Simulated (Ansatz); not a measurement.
System: O vacancy in monoclinic HfO2 (neutral cell). All values below come from PBE, PAW (plane waves to 420 eV; Ansatz, a program for electronic structure).

96-site cell at the relaxed PBE lattice, the Γ point alone, smearing 0.01 eV, spin-restricted, no finite-size correction. Energies are static. Spin-orbit coupling is left out. The charge state is imposed; whether it is stable for some Fermi level was not computed. Forms of the defect that were not tried may lie lower. The start lies 0.14 eV above the lowest site run (PBE).

Barriers: single points on a 2×2×2 k-point mesh shifted by half a step at the bands' geometries (they differ from the bands' own by up to 0.14 eV, and are uncertain by about as much).

The step: one O atom jumps into the vacancy from a nearby O site. Atoms about the jump, Cartesian Å from the middle of the jump, before and after:

```json
[
 {"atom": "O1", "x0": "1.12", "y0": "0.23", "z0": "0.45", "x1": "-1.12", "y1": "-0.23", "z1": "-0.45"},
 {"atom": "Hf2", "x0": "-0.41", "y0": "-0.89", "z0": "1.44", "x1": "-0.38", "y1": "-0.87", "z1": "1.45"},
 {"atom": "Hf3", "x0": "0.02", "y0": "1.22", "z0": "-1.16", "x1": "0.05", "y1": "1.26", "z1": "-1.19"},
 {"atom": "Hf4", "x0": "2.29", "y0": "-1.35", "z0": "-0.76", "x1": "2.30", "y1": "-1.34", "z1": "-0.76"},
 {"atom": "O5", "x0": "0.71", "y0": "-2.46", "z0": "0.21", "x1": "0.72", "y1": "-2.44", "z1": "0.22"},
 {"atom": "O6", "x0": "1.63", "y0": "0.15", "z0": "-2.16", "x1": "1.64", "y1": "0.16", "z1": "-2.12"},
 {"atom": "O7", "x0": "-1.59", "y0": "0.60", "z0": "2.17", "x1": "-1.60", "y1": "0.60", "z1": "2.18"},
 {"atom": "O8", "x0": "0.70", "y0": "2.75", "z0": "0.22", "x1": "0.75", "y1": "2.70", "z1": "0.23"},
 {"atom": "O9", "x0": "-0.73", "y0": "0.55", "z0": "-3.03", "x1": "-0.70", "y1": "0.59", "z1": "-3.10"},
 {"atom": "O10", "x0": "-2.11", "y0": "-1.98", "z0": "1.11", "x1": "-2.11", "y1": "-2.02", "z1": "1.12"},
 {"atom": "O11", "x0": "0.75", "y0": "0.16", "z0": "3.12", "x1": "0.75", "y1": "0.15", "z1": "3.07"},
 {"atom": "Hf12", "x0": "1.84", "y0": "1.72", "z0": "1.88", "x1": "1.83", "y1": "1.72", "z1": "1.87"},
 {"atom": "O13", "x0": "1.17", "y0": "-2.39", "z0": "-2.43", "x1": "1.16", "y1": "-2.38", "z1": "-2.43"},
 {"atom": "O14", "x0": "-1.68", "y0": "2.34", "z0": "-1.46", "x1": "-1.68", "y1": "2.38", "z1": "-1.49"},
 {"atom": "O15", "x0": "-1.64", "y0": "-2.78", "z0": "-1.51", "x1": "-1.66", "y1": "-2.83", "z1": "-1.51"},
 {"atom": "Hf16", "x0": "-2.86", "y0": "-1.32", "z0": "-0.76", "x1": "-2.85", "y1": "-1.34", "z1": "-0.76"}
]
```

### Question
Give the saddle-point geometry and the barrier.

### Answer

```csv
atom,x,y,z
O1,0.08,-0.17,-0.09
Hf2,-0.53,-1.04,1.57
Hf3,0.16,1.40,-1.30
Hf4,2.17,-1.26,-0.71
O5,0.68,-2.56,0.32
O6,1.71,0.18,-2.29
O7,-1.64,0.57,2.17
O8,0.63,2.77,0.27
O9,-0.72,0.56,-3.05
O10,-2.21,-2.00,1.09
O11,0.76,0.13,2.99
Hf12,1.84,1.73,1.85
O13,1.09,-2.35,-2.39
O14,-1.67,2.36,-1.47
O15,-1.68,-2.75,-1.49
Hf16,-3.06,-1.40,-0.79
```
It lies 2.25 eV above the start and 2.39 eV above the end. The program found a first-order saddle point.
